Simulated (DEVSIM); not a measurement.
System: abrupt Ge p-n junction, at 300 K.

Layer 1 from the left is Ge, thickness (μm) 8.10, Na (cm⁻³) 8.2e17, τn (s) 3.6e-6, τp (s) 3.6e-6. Layer 2 from the left is Ge, thickness (μm) 130, Nd (cm⁻³) 3.1e15, τn (s) 3.6e-6, τp (s) 3.6e-6.

Left contact: ohmic. Right contact: ohmic. Voltage is applied to the left contact. Recombination: SRH at mid-gap, radiative. Mobility is μmin + (μ − μmin)/(1 + (N/Nref)^α).

This is a model device: material constants are rounded textbook-type values typed into the input, and sizes, dopings and lifetimes were drawn at random. Values at 300 K.

Ge: gap (eV) 0.664, affinity (eV) 4, permittivity 16, Nc (cm⁻³) 1.04e19, Nv (cm⁻³) 6e18, μn (cm²/Vs) 3900, μp (cm²/Vs) 1900, μn,min 150, μp,min 100, Nref,n 2.6e17, Nref,p 4e17, αn 0.56, αp 0.6, B (cm³/s) 6.4e-14.

Q: Estimate by hand the built-in potential, the peak field at zero bias, the capacitance at -4 V, and compare with a numerical solution.

A: 
- Built-in potential: ni = √(Nc Nv) exp(−Eg/2kT) = 2.09e13 cm⁻³ with Eg = 0.664 eV; Vbi = kT/q ln(Na Nd/ni²) = 0.403 V; numerical 0.403 V.
- Peak field at zero bias: depletion approximation: W = √(2εVbi/(qN)) = 0.480 μm with N = 3.09e15 cm⁻³; field = 2Vbi/W = 16800 V/cm; numerical 43900 V/cm (estimate below by 62 %).
- Capacitance at -4 V: C = √(qεN / 2(Vbi + |V|)) = 8.92 nF/cm²; numerical 8.99 nF/cm² (estimate below by 0.76 %).

DEVSIM, 1D drift-diffusion, Boltzmann statistics, complete ionisation; no tunnelling, impact ionisation, image-force lowering or self-heating.
